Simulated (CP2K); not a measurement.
Worked example: self-consistent single point of ZrSe (P-6m2, 2 atoms in the cell) in CP2K.

Computed with CP2K with LDA (Pade form), GPW, DZVP-MOLOPT-SR-GTH basis, GTH-PADE potentials (GTH_POTENTIALS).

```
ZrSe
1.0
    3.60943     0.00000     0.00000
   -1.80472     3.12586     0.00000
    0.00000     0.00000     3.66107
Zr Se
1 1
Direct
  0.00000   0.00000   0.00000
  0.33333   0.66667   0.50000
```

Reference input (self-consistent single point, DFT PBEsol, GPW, DZVP-MOLOPT-SR-GTH basis, GTH-PBE potentials (GTH_POTENTIALS)): CUTOFF = 500 Ry; REL_CUTOFF = 50 Ry; SMEAR/METHOD = FERMI_DIRAC; ELECTRONIC_TEMPERATURE = 1578.21 K; KPOINTS/SCHEME = MONKHORST-PACK 7 7 6; GAMMA_CENTERED = T; XC_FUNCTIONAL = PBE:PBESOL; Zr/BASIS_SET = DZVP-MOLOPT-SR-GTH-q12; Zr/POTENTIAL = GTH-PBE-q12; Se/BASIS_SET = DZVP-MOLOPT-SR-GTH-q6; Se/POTENTIAL = GTH-PBE-q6; METHOD = GPW. This run's input differs from it in these lines:

```diff
@@ -44,6 +44,3 @@
     &XC
-      &XC_FUNCTIONAL
-        &PBE
-          PARAMETRIZATION PBESOL
-        &END PBE
+      &XC_FUNCTIONAL PADE
       &END XC_FUNCTIONAL
@@ -78,3 +75,3 @@
       BASIS_SET DZVP-MOLOPT-SR-GTH-q12
-      POTENTIAL GTH-PBE-q12
+      POTENTIAL GTH-PADE-q12
     &END KIND
@@ -82,3 +79,3 @@
       BASIS_SET DZVP-MOLOPT-SR-GTH-q6
-      POTENTIAL GTH-PBE-q6
+      POTENTIAL GTH-PADE-q6
     &END KIND
```

Log, with long lists cut:

```
 SCF WAVEFUNCTION OPTIMIZATION

  Step     Update method      Time    Convergence         Total energy    Change
     1 NoMix/Diag. 0.20E+00      -     1.85764042       -57.1215924505 -5.71E+01
     2 Broy./Diag. 0.20E+00      -     0.00728332       -57.3346315800 -2.13E-01
     3 Broy./Diag. 0.20E+00      -     0.03875374       -56.9929907590  3.42E-01
     4 Broy./Diag. 0.20E+00      -     0.00732151       -56.8022227011  1.91E-01
     5 Broy./Diag. 0.20E+00      -     0.00665928       -56.7789738213  2.32E-02
     6 Broy./Diag. 0.20E+00      -     0.00083311       -56.7767905902  2.18E-03
   [... 6 lines left out ...]
    13 Broy./Diag. 0.20E+00      -     0.00000456       -56.7835485876 -1.00E-06
    14 Broy./Diag. 0.20E+00      -     0.00000060       -56.7835527115 -4.12E-06
    15 Broy./Diag. 0.20E+00      -     0.00000092       -56.7835489871  3.72E-06
    16 Broy./Diag. 0.20E+00      -     0.00000006       -56.7835481435  8.44E-07
  *** SCF run converged in    16 steps ***

  Overlap energy of the core charge distribution:               0.00000000000338
  Self energy of the core charge distribution:               -106.34161612301891
  Core Hamiltonian energy:                                     23.36638084696801
  Hartree energy:                                              34.16331048944657
  Exchange-correlation energy:                                 -7.97050013305558
  Electronic entropic energy:                                  -0.00112322362366
  Fermi energy:                                                 0.37651085118365

  Total energy:                                               -56.78354814350239
  Total energy (extrapolated to T->0):                        -56.78298653169055

   [... lines left out ...]

 STRESS| Analytical stress tensor [bar]
 STRESS|                        x                   y                   z
 STRESS|      x       -8.67942489117E+04   8.01657863737E-01  -4.35848225995E-09
 STRESS|      y        8.01657863737E-01  -8.67937989780E+04  -4.10824393729E-09
 STRESS|      z       -4.35848225995E-09  -4.10824393729E-09  -1.05443644576E+05
 STRESS| 1/3 Trace                                            -9.30105641553E+04
```

The run converged in 16 iterations. Against the reference run the pressure goes from -5.78 to -9.30 GPa.

The starting cell comes from a database of computed structures (which also holds hypothetical and non-ambient phases and stackings), without a prior relaxation at this level. Its lattice was rescaled by a random factor within 2.5 % of one. Values carry the incompleteness of an atom-centred basis. With a pressure of about -9 GPa the cell is away from its equilibrium volume at this level.

Cost on one core of a shared machine: roughly 40 s.
